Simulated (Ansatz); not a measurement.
We consider Ti4AlN3 (P6₃/mmc, No. 194), described by BLYP (Ansatz, a quantum-chemistry and plane-wave program, PAW).

Settings: plane-wave cutoff 520 eV, 24×24×4 k mesh (along the axes of the cell as run), Fermi–Dirac smearing 0.05 eV, no spin polarisation, scalar-relativistic PAW data made under PBE.

Response to compression and expansion:

Shape and atoms are relaxed at each volume.

| V (Å³/atom) | P (GPa) | c (Å) | a (Å) |
|---|---|---|---|
| 11.276 | 8.09 | 23.289 | 2.991 |
| 11.511 | 3.83 | 23.461 | 3.011 |
| 11.745 | 0.02 | 23.632 | 3.030 |
| 11.980 | -3.40 | 23.803 | 3.049 |
| 12.215 | -6.44 | 23.976 | 3.068 |

Note: the run has no spin polarisation, so it can have missed a magnetic state; the bulk modulus comes from volumes at which shape and atoms were relaxed.
